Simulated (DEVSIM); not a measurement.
System: Si p-i-n diode, at 350 K.

```
layer (left to right)  material  thickness (μm)  Nd (cm⁻³)  Na (cm⁻³)  τn (s)  τp (s)
---------------------  --------  --------------  ---------  ---------  ------  ------
1                            Si           0.510          -     1.5e18  3.2e-6  3.2e-6
2                            Si           0.270     1.2e11          -  3.2e-6  3.2e-6
3                            Si           0.390     5.9e17          -  3.2e-6  3.2e-6
```

Left contact: ohmic. Right contact: ohmic. Voltage is applied to the left contact. Recombination: SRH at mid-gap, radiative. Mobility is μmin + (μ − μmin)/(1 + (N/Nref)^α).

This is a model device: material constants are rounded textbook-type values typed into the input, and sizes, dopings and lifetimes were drawn at random. Values at 300 K; Nc and Nv go as T^1.5, mobilities as T to minus their exponent, the gap by Varshni's rule with the affinity fixed.

| parameter | Si |
|---|---|
| gap (eV) | 1.124 |
| affinity (eV) | 4.05 |
| permittivity | 11.7 |
| Nc (cm⁻³) | 2.86e19 |
| Nv (cm⁻³) | 3.1e19 |
| μn (cm²/Vs) | 1417 |
| μp (cm²/Vs) | 470 |
| μn,min | 52 |
| μp,min | 45 |
| Nref,n | 9.7e16 |
| Nref,p | 2.2e17 |
| αn | 0.68 |
| αp | 0.72 |
| T exponent of μn | 2.3 |
| T exponent of μp | 2.2 |
| B (cm³/s) | 4.7e-15 |
| Varshni α (eV/K) | 0.000473 |
| Varshni β (K) | 636 |

Model (solved in DEVSIM): 1D drift-diffusion, Boltzmann statistics, complete ionisation; no tunnelling, impact ionisation, image-force lowering or self-heating.

Q: Give the dark forward current.

A: 
```csv
V (V),J (A/cm²)
0.05,7.5e-8
0.10,3.2e-7
0.15,1.3e-6
0.25,2.7e-5
0.30,0.00013
0.35,0.00067
0.40,0.0034
0.50,0.093
0.55,0.49
0.60,2.6
0.65,13
0.75,350
0.80,1600
0.85,6000
```
